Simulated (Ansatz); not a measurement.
**SnO2: transverse stress against strain**

SnO2 (rutile, P4_2/mnm, 12.176 Å³/atom at rest, c along z) under a strain ε along c (axis z), the other axes held. PBEsol in Ansatz, a plane-wave DFT program (PAW, default set), 420 eV, 7×7×10 Γ-centred mesh, Fermi-Dirac smearing 0.05 eV; ions are relaxed within the symmetry of each cell. Stress is positive for a compressed cell.

Here s stands for strain and y for stress xx.

```csv
strain (%),stress xx (GPa)
-1.20,1.78
-0.60,0.88
0.00,0.00
0.60,-0.85
1.20,-1.66
3.00,?
```

**Question.** Fit y against s with a straight line, and predict the withheld value at s = 3.00.

**Answer.** Means: s 0, y 0.030. About the means, the sum of products is -5.1660 and the sum of squares of s is 3.6000; the slope is their ratio. Least squares gives y = 0.030 - 1.4350·s. Residuals (row less fit): 0.028, -0.011, -0.030, -0.019, 0.032; standard error 0.033 (degrees of freedom: 3). The slope gives the elastic constant C13 = 144 ± 1.7 GPa. At the withheld row, y = 0.030 - 1.4350 × 3.0 = -4.275 GPa. The calculation gives -3.96 GPa, 0.315 GPa above the prediction (5.5 % of the range of y in the table). The row lies outside the fitted rows, so this is an extrapolation. From the scatter of the fitted rows alone, a prediction at this place has a standard error of 0.063 GPa, so the miss is 5.0 times that.

One order more, fitted to all 11 runs of the series, follows each within 0.01, so the miss is the next term of a smooth law. Rows are the converged runs of the series near zero and its far end; series whose fitted rows scatter by over a few per cent of the range, as at a crossing or softening among them, aren't shown in this form. Most that stay on the fit to the last digits aren't either.
